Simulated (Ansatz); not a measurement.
Base system: PdSb$_{2}$ (space group Pa-3, No. 205).

```yaml
crystal:
  lattice:
    - [6.46448, 0.00000, 0.00000]
    - [0.00000, 6.46448, 0.00000]
    - [0.00000, 0.00000, 6.46448]
  atoms:
    - { symbol: Sb, position: [0.37286, 0.37286, 0.37286] }
    - { symbol: Sb, position: [0.62714, 0.62714, 0.62714] }
    - { symbol: Sb, position: [0.12714, 0.62714, 0.87286] }
    - { symbol: Sb, position: [0.87286, 0.37286, 0.12714] }
    - { symbol: Sb, position: [0.87286, 0.12714, 0.62714] }
    - { symbol: Sb, position: [0.12714, 0.87286, 0.37286] }
    - { symbol: Sb, position: [0.62714, 0.87286, 0.12714] }
    - { symbol: Sb, position: [0.37286, 0.12714, 0.87286] }
    - { symbol: Pd, position: [0.00000, 0.00000, 0.00000] }
    - { symbol: Pd, position: [0.50000, 0.00000, 0.50000] }
    - { symbol: Pd, position: [0.50000, 0.50000, 0.00000] }
    - { symbol: Pd, position: [0.00000, 0.50000, 0.50000] }
```

All numbers come from Ansatz (an electronic-structure program), PBEsol, PAW, cutoff 420 eV, without spin-orbit coupling.

For the base:

- Lattice parameter a = 6.464 Å
- Band gap = zero

Modification: cell and atoms relaxed at a pressure of 3 GPa.

Task: Predict the new lattice parameter a and band gap.

Result: The lattice parameter a drops by 0.0585 Å to 6.406 Å; the band gap is still zero.

Load acts through the strain it causes; cell and atoms are relaxed under it. Stability against distortions was not tested. All final runs are without spin polarisation.
